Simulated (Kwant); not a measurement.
Model system: Aharonov-Bohm ring in a Ge (holes) two-dimensional gas. Effective mass 0.06 mₑ, grid spacing 8.3 nm, hard walls, nominal width 100 nm (13 grid rows, so walls 116.2 nm apart), one parabolic valley, scattering region 660 nm long along x; energies count from the band bottom; Fermi energy 0.0026 eV. Ring of mean radius 180 nm, arms as wide as the leads. Perpendicular field swept from 0 to 0.12 T, none in the leads; orbital effect alone.

Constants are typed, rounded textbook-type inputs, not results; the design itself was drawn at random and stands for no fabricated device.

Computed with Kwant: effective-mass tight-binding model on a square grid, one spin, coherent transport at 0 K. Conductance is in e²/h.

Density of the scattering states that come in from the left lead, at field = 0.060674 T, in bins, relative to the largest site value (x marks bins outside the device):

```
|xxxxxxxxxxxxxxx00012332233320xxxxxxxxxxxxxxx|
|xxxxxxxxxxxxx013322454446897200xxxxxxxxxxxxx|
|xxxxxxxxxxx0135632232112134431110xxxxxxxxxxx|
|xxxxxxxxxx134432368831133444213320xxxxxxxxxx|
|xxxxxxxxx15732223554100124565322321xxxxxxxxx|
|xxxxxxxx0485112210xxxxxxxx0123213640xxxxxxxx|
|xxxxxxx014522210xxxxxxxxxxxx024427941xxxxxxx|
|xxxxxxx02215730xxxxxxxxxxxxxx13523982xxxxxxx|
|00122101322761xxxxxxxxxxxxxxxx15524520000000|
|0245641144342xxxxxxxxxxxxxxxxxx3631110000000|
|0321341145320xxxxxxxxxxxxxxxxxx0222110000000|
|1443551145310xxxxxxxxxxxxxxxxxx0222111011110|
|1356751134220xxxxxxxxxxxxxxxxxx1431001111111|
|01222100122420xxxxxxxxxxxxxxxx02223310000000|
|xxxxxxx00023310xxxxxxxxxxxxxx01103861xxxxxxx|
|xxxxxxx002420000xxxxxxxxxxxx012226831xxxxxxx|
|xxxxxxxx0275111000xxxxxxxx0012222430xxxxxxxx|
|xxxxxxxxx14532211222000001243222110xxxxxxxxx|
|xxxxxxxxxx022333245410010123212210xxxxxxxxxx|
|xxxxxxxxxxx0124421232111134310000xxxxxxxxxxx|
|xxxxxxxxxxxxx011000344335774100xxxxxxxxxxxxx|
|xxxxxxxxxxxxxxx00001222122210xxxxxxxxxxxxxxx|
```
Scale: ten equal steps from 0.001 (start of '0') to 0.875 (end of '9'), in the order '0123456789'; x runs from -316 to 316, y from -214 (bottom) to 214 (top).

The conductance there is 0.68 e²/h with 2 open channel(s) in the leads.
